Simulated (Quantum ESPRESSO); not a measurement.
Quantum ESPRESSO run on NbPSe (Immm, 6 atoms in the cell): self-consistent single point.

Method of the run: LDA (PZ), GBRV 1.5 ultrasoft (LDA) pseudopotentials (plane waves; Quantum ESPRESSO).

```xyz
6
Lattice="1.7310 2.4105 6.1650 -1.7310 2.4105 6.1650 -1.7310 -2.4105 6.1650" Properties=species:S:1:pos:R:3 pbc="T T T"
Nb    -1.7310     0.0000    -4.7002
Nb     0.0000     2.4105    -1.4648
P     -1.7310     1.0654     0.0000
P      0.0000     1.3451    -6.1650
Se     0.0000     0.0000    -9.7284
Se     0.0000     0.0000    -2.6016
```

Reference input (self-consistent single point, DFT, LDA (PZ), plane waves, GBRV 1.5 ultrasoft (LDA) pseudopotentials): ecutwfc = 40 Ry; ecutrho = 320 Ry; occupations = smearing; smearing = fd; degauss = 0.0073499 Ry; potentials = {Nb: nb_lda_v1.uspp.F.UPF, P: p_lda_v1.5.uspp.F.UPF, Se: se_lda_v1.uspp.F.UPF}; K_POINTS = automatic 6 6 6 0 0 0; conv_thr = 1e-09 Ry. This run's input differs from it in these lines:

```diff
@@ -29,10 +29,10 @@
 ATOMIC_POSITIONS crystal
-Nb   -0.1188000000    0.5000000000    0.3812000000
-Nb    0.1188000000   -0.5000000000    0.6188000000
-P    -0.5000000000    0.2790000000    0.2210000000
-P     0.5000000000   -0.2790000000    0.7790000000
-Se    0.7890000000    0.0000000000    0.7890000000
-Se    0.2110000000    0.0000000000    0.2110000000
+Nb   -0.8812000000    0.5000000000   -0.3812000000
+Nb   -0.1188000000    0.5000000000   -0.6188000000
+P    -0.5000000000    0.7210000000   -0.2210000000
+P    -0.5000000000    0.2790000000   -0.7790000000
+Se   -0.7890000000    0.0000000000   -0.7890000000
+Se   -0.2110000000    0.0000000000   -0.2110000000
 K_POINTS automatic
-6 6 6  0 0 0
+6 6 6  0 1 0
```

The program printed (abridged):

```
     Self-consistent Calculation

     iteration #  1     ecut=    40.00 Ry     beta= 0.70

     total energy              =    -353.67377450 Ry
     estimated scf accuracy    <       0.69604354 Ry

     iteration #  2     ecut=    40.00 Ry     beta= 0.70

     total energy              =    -353.34279765 Ry
     estimated scf accuracy    <       4.04019038 Ry

     iteration #  3     ecut=    40.00 Ry     beta= 0.70

     total energy              =    -354.02973743 Ry
     estimated scf accuracy    <       0.08942079 Ry

   [... 8 blocks of this kind left out ...]

     iteration # 12     ecut=    40.00 Ry     beta= 0.70

     total energy              =    -354.04099240 Ry
     estimated scf accuracy    <          2.8E-09 Ry

     iteration # 13     ecut=    40.00 Ry     beta= 0.70
     End of self-consistent calculation

     the Fermi energy is    13.1006 ev

!    total energy              =    -354.04099240 Ry
     estimated scf accuracy    <          5.4E-11 Ry
     smearing contrib. (-TS)   =      -0.00859395 Ry
     internal energy E=F+TS    =    -354.03239844 Ry

     convergence has been achieved in  13 iterations

     Forces acting on atoms (cartesian axes, Ry/au):

     atom    1 type  1   force =     0.00000000   -0.00000000   -0.02856913
     atom    2 type  1   force =    -0.00000000    0.00000000    0.02856913
     atom    3 type  2   force =     0.00000000    0.06848664   -0.00000000
     atom    4 type  2   force =    -0.00000000   -0.06848664    0.00000000
     atom    5 type  3   force =     0.00000000   -0.00000000    0.01146519
     atom    6 type  3   force =     0.00000000   -0.00000000   -0.01146519

     Total force =     0.106189     Total SCF correction =     0.000033

          total   stress  (Ry/bohr**3)                   (kbar)     P=      -44.62
  -0.00042907   0.00000000   0.00000000          -63.12        0.00        0.00
  -0.00000000  -0.00019803   0.00000000           -0.00      -29.13        0.00
   0.00000000   0.00000000  -0.00028297            0.00        0.00      -41.63

   JOB DONE.
```

The run converged in 13 iterations. Against the reference run the free energy goes up by 2.1 meV/atom, the pressure hardly changes (-4.49 to -4.46 GPa) and the largest force hardly changes (1.760 to 1.761 eV/Å).

The starting cell comes from a database of published, mostly measured structures (it also holds non-ambient and calculated ones), without a prior relaxation at this level. Spin polarisation is off. Forces in this geometry exceed 1 eV/Å.

Cost on one core of a shared machine: roughly 6 min.
